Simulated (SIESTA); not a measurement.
# Short convergence ladders for LaBi₃ (P4mm, 4 atoms in the cell)

```yaml
crystal:
  lattice:
    - [4.99672, 0.00000, 0.00000]
    - [0.00000, 4.99672, 0.00000]
    - [0.00000, 0.00000, 4.99672]
  atoms:
    - { symbol: La, position: [0.00000, 0.00000, 0.01001] }
    - { symbol: Bi, position: [0.50000, 0.00000, 0.50000] }
    - { symbol: Bi, position: [0.00000, 0.50000, 0.50000] }
    - { symbol: Bi, position: [0.50000, 0.50000, 0.00000] }
```

Base method: GGA PBEsol, numerical atomic orbitals TZP, PseudoDojo PBEsol standard norm-conserving potentials (rewritten from UPF to PSML) (SIESTA).

Base settings: XC.functional = GGA; XC.authors = PBEsol; potentials = PseudoDojo PBEsol standard; PAO.BasisSize = TZP; PAO.EnergyShift = 0.01 Ry; MeshCutoff = 350 Ry; kgrid.MonkhorstPack = 3 3 3; OccupationFunction = MP; OccupationMPOrder = 0; ElectronicTemperature = 0.1 eV.

**The k-point mesh**

Only quantities that move along the ladder and can be compared are tabulated.

```csv
kgrid.MonkhorstPack,free energy less the last step's (meV/atom),pressure (GPa),largest difference of a force vector from the last step's (eV/Å)
1 1 1,2566.24,10.08,5.602
2 2 2,63.33,0.58,0.054
3 3 3,139.22,0.47,0.008
4 4 4,-8.02,-1.04,0.018
6 6 6,5.94,-0.86,0.017
8 8 8,-4.35,-0.97,0.006
9 9 9,0.00,-1.06,0.000
```

Coarsest kgrid.MonkhorstPack that holds the pressure within 1 GPa of the last step, with all finer ones: 4 4 4; the step before is off by 1.5 GPa.

Coarsest kgrid.MonkhorstPack that holds the free energy within 5 meV/atom: not settled: the last two steps still differ by 4.3 meV/atom, over half the tolerance, so the ladder does not show it.

Coarsest kgrid.MonkhorstPack that holds the forces within 0.02 eV/Å of the last step, with all finer ones: 3 3 3; the step before is off by 0.054 eV/Å.

**The k-point mesh at a smearing width of 0.02 eV**

In this ladder: ElectronicTemperature = 0.02 eV.

Only quantities that move along the ladder and can be compared are tabulated.

```tsv
kgrid.MonkhorstPack	free energy less the last step's (meV/atom)	pressure (GPa)	largest difference of a force vector from the last step's (eV/Å)
3 3 3	147.88	0.68	0.015
5 5 5	0.42	-1.22	0.021
7 7 7	-6.62	-1.17	0.011
11 11 11	3.54	-0.98	0.004
13 13 13	0.00	-1.07	0.000
```

Coarsest kgrid.MonkhorstPack that holds the pressure within 1 GPa of the last step, with all finer ones: 5 5 5; the step before is off by 1.8 GPa.

Coarsest kgrid.MonkhorstPack that holds the free energy within 5 meV/atom: not settled: the last two steps still differ by 3.5 meV/atom, over half the tolerance, so the ladder does not show it.

Coarsest kgrid.MonkhorstPack that holds the forces within 0.01 eV/Å of the last step, with all finer ones: 11 11 11; the step before is off by 0.011 eV/Å.

**The k-point mesh at a smearing width of 0.3 eV**

In this ladder: ElectronicTemperature = 0.3 eV.

Only quantities that move along the ladder and can be compared are tabulated.

```tsv
kgrid.MonkhorstPack	free energy less the last step's (meV/atom)	pressure (GPa)	largest difference of a force vector from the last step's (eV/Å)
3 3 3	112.33	0.19	0.047
5 5 5	-4.69	-1.06	0.014
7 7 7	-4.08	-1.08	0.002
11 11 11	0.51	-1.00	0.000
13 13 13	0.00	-1.02	0.000
```

Coarsest kgrid.MonkhorstPack that holds the forces within 0.005 eV/Å of the last step, with all finer ones: 7 7 7; the step before is off by 0.014 eV/Å.

Coarsest kgrid.MonkhorstPack that holds the pressure within 0.5 GPa of the last step, with all finer ones: 5 5 5; the step before is off by 1.2 GPa.

Coarsest kgrid.MonkhorstPack that holds the free energy within 2 meV/atom of the last step, with all finer ones: 11 11 11; the step before is off by 4.1 meV/atom.

Two neighbours can agree and both be off: 5 5 5 and 7 7 7 differ by 0.61 meV/atom in the free energy, yet lie about 4.1 meV/atom from the last step.

On the base run: the starting cell comes from a database of computed structures (which also holds hypothetical and non-ambient phases and stackings), without a prior relaxation at this level. Its lattice was rescaled by up to half a per cent. One atom was moved a little off its site on purpose. Values carry the incompleteness of an atom-centred basis. Without a gap this mesh is coarse (it stands for a supercell whose shortest vector is 15 Å).
